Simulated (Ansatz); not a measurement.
# Convergence study of the k-point mesh for Bi2Te2Se (R3m, 5 atoms in the cell)

```
CELL_PARAMETERS angstrom
      2.16745     1.25138    10.61733
     -2.16745     1.25138    10.61733
      0.00000    -2.50276    10.61733
ATOMIC_POSITIONS crystal
  Bi 0.60985 0.60985 0.60985
  Bi 0.39172 0.39172 0.39172
  Te 0.21960 0.21960 0.21960
  Te 0.78040 0.78040 0.78040
  Se 0.00000 0.00000 0.00000
```

Computed with LDA (PW92), default PAW files made with PBE (plane waves; Ansatz, a first-principles code).

Base settings: basis.ecutwfc = 30.9 Ry; kpoints.mp_grid.grid = 5 5 5; hamiltonian.xc = lda; hamiltonian.pseudopotentials = {kind: paw} (the program's default PAW files); scf.occupations.method = fixed.

The second cell is the first with its lattice scaled by 0.98.

Only quantities that move along the ladder and can be compared are tabulated.

The count of work is k-points × plane waves × bands × iterations; it is no time. Core times come from one kind of shared machine, to one figure; runs under 30 s give none.

The starting cell comes from a database of computed structures (which also holds hypothetical and non-ambient phases and stackings), without a prior relaxation at this level. Its lattice was rescaled by up to half a per cent. One atom was moved a little off its site on purpose. Spin-orbit coupling is off. In the base run, with a pressure of about -3 GPa the cell is away from its equilibrium volume at this level. Ansatz's pressure includes its estimate of the finite-basis (Pulay) stress.

```csv
kpoints.mp_grid.grid,free energy less the last step's (meV/atom),energy of the compressed cell less the first (meV/atom),pressure (GPa),largest difference of a force vector from the last step's (eV/Å),gap on the mesh (eV),count of work / last,core time / last (rough)
2 2 2,206.82,-0.04,-1.54,0.597,0.381,0.0060,–
3 3 3,15.90,-22.08,-3.12,0.169,0.410,0.0090,–
4 4 4,2.57,-23.14,-3.20,0.055,0.401,0.019,–
5 5 5,-1.10,-23.19,-3.21,0.014,0.404,0.028,–
6 6 6,0.02,-22.80,-3.18,0.014,0.404,0.048,–
7 7 7,0.68,-22.49,-3.16,0.010,0.403,0.066,–
8 8 8,0.61,-22.37,-3.15,0.007,0.402,0.097,0.10
9 9 9,0.35,-22.36,-3.15,0.004,0.401,0.13,0.1
10 10 10,0.19,-22.36,-3.15,0.002,0.401,0.17,0.2
12 12 12,0.06,-22.36,-3.15,0.001,0.401,0.28,0.3
13 13 13,0.03,-22.36,-3.15,0.000,0.401,0.34,0.3
14 14 14,0.01,-22.36,-3.15,0.000,0.401,0.43,0.3
16 16 16,0.00,-22.36,-3.15,0.000,0.401,0.62,0.6
17 17 17,0.00,-22.36,-3.15,0.000,0.401,0.73,0.7
19 19 19,0.00,-22.36,-3.15,0.000,0.401,1.0,1
```

Coarsest kpoints.mp_grid.grid that holds the pressure within 0.2 GPa of the last step, with all finer ones: 3 3 3, at 0.0090 of the last step's count of work; the step before is off by 1.6 GPa.

Coarsest kpoints.mp_grid.grid that holds the energy of the compressed cell less the first within 1 meV/atom of the last step, with all finer ones: 3 3 3, at 0.0090 of the last step's count of work; the step before is off by 22 meV/atom.

Coarsest kpoints.mp_grid.grid that holds the free energy within 5 meV/atom of the last step, with all finer ones: 4 4 4, at 0.019 of the last step's count of work; the step before is off by 16 meV/atom.

The energy difference between the two cells stays within 1 meV/atom of the last step's from 3 3 3 on, the total only from 6 6 6 on: much of the error is common to both cells and cancels.

Keys are those of Ansatz 0.2.
